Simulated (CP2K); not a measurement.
Input and output of a self-consistent single point for CdPdF6 (P1, 8 atoms in the cell) (CP2K).

Method of the run: LDA (Pade form), GPW, DZVP-MOLOPT-SR-GTH basis, GTH-PADE potentials (GTH_POTENTIALS) in CP2K.

The change in words: lattice scaled by 0.98. Reference geometry:
```
CELL_PARAMETERS angstrom
      5.64818     0.00000     0.00000
      3.38451     4.52184     0.00000
      3.38451     1.69431     4.19241
ATOMIC_POSITIONS crystal
  Cd 0.50971 0.48185 0.50337
  Pd 0.00975 0.00061 0.99132
  F  0.40041 0.04982 0.78024
  F  0.59804 0.94909 0.21389
  F  0.76870 0.40656 0.05933
  F  0.21785 0.60766 0.95068
  F  0.05204 0.77936 0.39999
  F  0.94351 0.22506 0.60118
```

Reference input (self-consistent single point, DFT LDA (Pade form), GPW, DZVP-MOLOPT-SR-GTH basis, GTH-PADE potentials (GTH_POTENTIALS)): CUTOFF = 550 Ry; REL_CUTOFF = 50 Ry; KPOINTS/SCHEME = MONKHORST-PACK 3 3 3; XC_FUNCTIONAL = PADE; Cd/BASIS_SET = DZVP-MOLOPT-SR-GTH-q12; Cd/POTENTIAL = GTH-PADE-q12; Pd/BASIS_SET = DZVP-MOLOPT-SR-GTH-q18; Pd/POTENTIAL = GTH-PADE-q18; F/BASIS_SET = DZVP-MOLOPT-SR-GTH-q7; F/POTENTIAL = GTH-PADE-q7; METHOD = GPW; EPS_DEFAULT = 1e-10. This run's input differs from it in these lines:

```diff
@@ -58,4 +58,4 @@
     &CELL
-      ABC 5.64817700 5.64817668 5.64817767
-      ALPHA_BETA_GAMMA 53.18587034 53.18586957 53.18587473
+      ABC 5.53521400 5.53521302 5.53521357
+      ALPHA_BETA_GAMMA 53.18587951 53.18587647 53.18587225
       PERIODIC XYZ
```

Output, abridged:

```
 SCF WAVEFUNCTION OPTIMIZATION

  Step     Update method      Time    Convergence         Total energy    Change
     1 NoMix/Diag. 0.40E+00      -     2.08271660      -318.4563498295 -3.18E+02
     2 Broy./Diag. 0.40E+00      -     0.74105677      -316.7585915493  1.70E+00
     3 Broy./Diag. 0.40E+00      -     0.24267708      -319.4981074914 -2.74E+00
     4 Broy./Diag. 0.40E+00      -     0.11674269      -318.2276553807  1.27E+00
     5 Broy./Diag. 0.40E+00      -     0.05387120      -318.1259633480  1.02E-01
     6 Broy./Diag. 0.40E+00      -     0.00907372      -318.1380610112 -1.21E-02
   [... 6 lines left out ...]
    13 Broy./Diag. 0.40E+00      -     0.00000105      -318.1794136302 -2.69E-05
    14 Broy./Diag. 0.40E+00      -     0.00000023      -318.1794076075  6.02E-06
    15 Broy./Diag. 0.40E+00      -     0.00000014      -318.1794054562  2.15E-06
    16 Broy./Diag. 0.40E+00      -     0.00000006      -318.1794056447 -1.89E-07
  *** SCF run converged in    16 steps ***

  Overlap energy of the core charge distribution:               0.00000000047708
  Self energy of the core charge distribution:               -676.30761196618153
  Core Hamiltonian energy:                                    184.65154344931636
  Hartree energy:                                             219.68672100204790
  Exchange-correlation energy:                                -46.21005813039584

  Total energy:                                              -318.17940564473611

 ENERGY| Total FORCE_EVAL ( QS ) energy [hartree]           -318.179405878322086

 FORCES| Atomic forces [hartree/bohr]
 FORCES|   Atom     x               y               z               |f|
 FORCES|      1 -6.14785541E-04  1.70312705E-02  6.89197450E-04   1.70562930E-02
   [... lines left out ...]

 STRESS| Analytical stress tensor [bar]
 STRESS|                        x                   y                   z
 STRESS|      x        1.97557440637E+04   2.73332339080E+03  -5.68191972197E+02
 STRESS|      y        2.73332339080E+03   2.24823339594E+04   1.31073062923E+03
 STRESS|      z       -5.68191972197E+02   1.31073062923E+03   1.80429835620E+04
 STRESS| 1/3 Trace                                             2.00936871950E+04
```

The run converged in 16 iterations. Against the reference run the free energy falls by 10.1 meV/atom, the pressure goes from -5.63 to 2.01 GPa, the largest force goes from 2.821 to 3.384 eV/Å and the gap on the mesh goes from 1.861 to 2.081 eV.

The starting cell comes from a database of computed structures (which also holds hypothetical and non-ambient phases and stackings), without a prior relaxation at this level. Its atoms were displaced at random from the sites of space group no. 148. For this run, on top of that: lattice scaled by 0.98. Values carry the incompleteness of an atom-centred basis. Forces in this geometry exceed 1 eV/Å.
